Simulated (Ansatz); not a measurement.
This concerns the formation energy of H_i in Sn (white tin, I4₁/amd). Reaction: 96 Sn (white tin) + 1/2 H2 (gas) → cell A.

Cell A: a supercell of 96 sites of Sn (white tin, I4₁/amd) with H off the lattice sites (2 Sn at 1.95–1.97 Å); spin state with PBE: run without spin, k-point mesh 3×2×3.
```yaml
crystal:
  lattice:
    - [11.89538, 0.00000, 0.00000]
    - [0.00000, 17.84307, 0.00000]
    - [0.00000, 0.00000, 12.86227]
  atoms:
    - { symbol: Sn, position: [0.00008, 0.16736, 0.03987] }
    - { symbol: Sn, position: [0.00004, 0.99892, 0.00281] }
    - { symbol: Sn, position: [0.24997, 0.99995, 0.18353] }
    - { symbol: Sn, position: [0.22150, 0.16741, 0.15040] }
    - { symbol: Sn, position: [0.99463, 0.16736, 0.31004] }
    - { symbol: Sn, position: [0.99984, 0.00091, 0.25158] }
    - { symbol: Sn, position: [0.24962, 0.99923, 0.43289] }
    - { symbol: Sn, position: [0.25509, 0.16739, 0.38892] }
    - { symbol: Sn, position: [0.00223, 0.16734, 0.55296] }
    - { symbol: Sn, position: [0.99994, 0.99994, 0.50296] }
    - { symbol: Sn, position: [0.25001, 0.99987, 0.68413] }
    - { symbol: Sn, position: [0.24915, 0.16736, 0.63389] }
    - { symbol: Sn, position: [0.99651, 0.16734, 0.79853] }
    - { symbol: Sn, position: [0.00000, 0.99940, 0.75319] }
    - { symbol: Sn, position: [0.25008, 0.00174, 0.93517] }
    - { symbol: Sn, position: [0.24424, 0.16737, 0.87490] }
    - { symbol: Sn, position: [0.00076, 0.50161, 0.06031] }
    - { symbol: Sn, position: [0.00018, 0.33577, 0.00284] }
    - { symbol: Sn, position: [0.24947, 0.33490, 0.18401] }
    - { symbol: Sn, position: [0.25078, 0.50089, 0.12672] }
    - { symbol: Sn, position: [0.99927, 0.50086, 0.31031] }
    - { symbol: Sn, position: [0.99936, 0.33390, 0.25173] }
    - { symbol: Sn, position: [0.24981, 0.33558, 0.43269] }
    - { symbol: Sn, position: [0.24891, 0.50176, 0.37601] }
    - { symbol: Sn, position: [0.99943, 0.50121, 0.55962] }
    - { symbol: Sn, position: [0.00004, 0.33480, 0.50297] }
    - { symbol: Sn, position: [0.24998, 0.33486, 0.68429] }
    - { symbol: Sn, position: [0.24917, 0.50112, 0.62690] }
    - { symbol: Sn, position: [0.00050, 0.50142, 0.81071] }
    - { symbol: Sn, position: [0.99989, 0.33528, 0.75312] }
    - { symbol: Sn, position: [0.25026, 0.33285, 0.93494] }
    - { symbol: Sn, position: [0.25055, 0.50005, 0.87701] }
    - { symbol: Sn, position: [0.00075, 0.83304, 0.06026] }
    - { symbol: Sn, position: [0.99961, 0.66732, 0.00105] }
    - { symbol: Sn, position: [0.25015, 0.66733, 0.18430] }
    - { symbol: Sn, position: [0.25074, 0.83379, 0.12667] }
    - { symbol: Sn, position: [0.99934, 0.83395, 0.31011] }
    - { symbol: Sn, position: [0.00044, 0.66735, 0.25133] }
    - { symbol: Sn, position: [0.25034, 0.66748, 0.43468] }
    - { symbol: Sn, position: [0.24890, 0.83318, 0.37602] }
    - { symbol: Sn, position: [0.99957, 0.83356, 0.55949] }
    - { symbol: Sn, position: [0.00027, 0.66737, 0.50125] }
    - { symbol: Sn, position: [0.25051, 0.66739, 0.68484] }
    - { symbol: Sn, position: [0.24926, 0.83362, 0.62692] }
    - { symbol: Sn, position: [0.00042, 0.83324, 0.81060] }
    - { symbol: Sn, position: [0.00059, 0.66733, 0.75156] }
    - { symbol: Sn, position: [0.24902, 0.66726, 0.93427] }
    - { symbol: Sn, position: [0.25042, 0.83450, 0.87716] }
    - { symbol: Sn, position: [0.52238, 0.16734, 0.05803] }
    - { symbol: Sn, position: [0.50059, 0.00121, 0.00065] }
    - { symbol: Sn, position: [0.74904, 0.00037, 0.18376] }
    - { symbol: Sn, position: [0.76920, 0.16740, 0.13390] }
    - { symbol: Sn, position: [0.50021, 0.16725, 0.30740] }
    - { symbol: Sn, position: [0.49898, 0.00098, 0.24998] }
    - { symbol: Sn, position: [0.75092, 0.00005, 0.43309] }
    - { symbol: Sn, position: [0.74410, 0.16729, 0.37999] }
    - { symbol: Sn, position: [0.49954, 0.16738, 0.56047] }
    - { symbol: Sn, position: [0.50058, 0.00080, 0.50071] }
    - { symbol: Sn, position: [0.75013, 0.00033, 0.68335] }
    - { symbol: Sn, position: [0.75159, 0.16730, 0.62685] }
    - { symbol: Sn, position: [0.49626, 0.16727, 0.81062] }
    - { symbol: Sn, position: [0.50051, 0.00070, 0.75120] }
    - { symbol: Sn, position: [0.75114, 0.00084, 0.93409] }
    - { symbol: Sn, position: [0.74831, 0.16731, 0.87672] }
    - { symbol: Sn, position: [0.50062, 0.50011, 0.05907] }
    - { symbol: Sn, position: [0.50085, 0.33353, 0.00061] }
    - { symbol: Sn, position: [0.74881, 0.33440, 0.18342] }
    - { symbol: Sn, position: [0.75039, 0.50114, 0.12592] }
    - { symbol: Sn, position: [0.49893, 0.50059, 0.30932] }
    - { symbol: Sn, position: [0.49874, 0.33353, 0.24994] }
    - { symbol: Sn, position: [0.75099, 0.33457, 0.43260] }
    - { symbol: Sn, position: [0.74914, 0.50121, 0.37536] }
    - { symbol: Sn, position: [0.49935, 0.50070, 0.55951] }
    - { symbol: Sn, position: [0.50076, 0.33402, 0.50072] }
    - { symbol: Sn, position: [0.75009, 0.33431, 0.68296] }
    - { symbol: Sn, position: [0.74959, 0.50105, 0.62581] }
    - { symbol: Sn, position: [0.50010, 0.50063, 0.80931] }
    - { symbol: Sn, position: [0.50054, 0.33384, 0.75108] }
    - { symbol: Sn, position: [0.75135, 0.33393, 0.93351] }
    - { symbol: Sn, position: [0.75022, 0.50096, 0.87561] }
    - { symbol: Sn, position: [0.50061, 0.83453, 0.05923] }
    - { symbol: Sn, position: [0.49847, 0.66731, 0.00155] }
    - { symbol: Sn, position: [0.75013, 0.66737, 0.18591] }
    - { symbol: Sn, position: [0.75040, 0.83359, 0.12586] }
    - { symbol: Sn, position: [0.49887, 0.83401, 0.30951] }
    - { symbol: Sn, position: [0.49998, 0.66731, 0.25112] }
    - { symbol: Sn, position: [0.75025, 0.66740, 0.43547] }
    - { symbol: Sn, position: [0.74922, 0.83355, 0.37517] }
    - { symbol: Sn, position: [0.49953, 0.83418, 0.55974] }
    - { symbol: Sn, position: [0.50006, 0.66744, 0.50137] }
    - { symbol: Sn, position: [0.75068, 0.66735, 0.68597] }
    - { symbol: Sn, position: [0.74977, 0.83362, 0.62578] }
    - { symbol: Sn, position: [0.49997, 0.83397, 0.80965] }
    - { symbol: Sn, position: [0.50050, 0.66735, 0.75147] }
    - { symbol: Sn, position: [0.74912, 0.66736, 0.93609] }
    - { symbol: Sn, position: [0.75022, 0.83387, 0.87560] }
    - { symbol: H, position: [0.35667, 0.16734, 0.06448] }
```

Reference: Sn (white tin, I4₁/amd), 96 atoms in the cell, the relaxed perfect crystal repeated, atoms not moved again, k-point mesh 3×2×3 on the run's own vectors.

Reference: an isolated H2 molecule (singlet) in a box of 11 × 11 × 13 Å.

All numbers come from Ansatz (a quantum-chemistry and plane-wave program), plane waves with PAW, its default PAW set, cutoff 420 eV. The structures are at rest with PBE, within the held lattices. Neutral cells; Fermi-Dirac smearing of at most 0.10 eV in the solids, energies taken to zero width. Larger cells are relaxed on a coarser mesh till forces fall under 0.03 eV/Å, which some starts already meet. A dispersion term (D3(BJ), or D4 for r2SCAN) was computed beside these levels and is taken off wherever the name lacks it. Space groups of crystals are read within 0.01 Å. Static lattices, no vibrational contributions. No structure search was made; lower ones may exist. The runs are scalar-relativistic, without spin-orbit coupling. Values are for these cell sizes. Mesh and cell size may move defect energies by 0.1 eV or more. Cell A has symmetry Pm within 0.02 Å and got no random move, so less symmetric positions, which may lie lower, weren't tried.

Problem. Predict the value from PBE.

Solution. 0.81 eV, for 96 Sn (white tin) + 1/2 H2 (gas) → cell A.
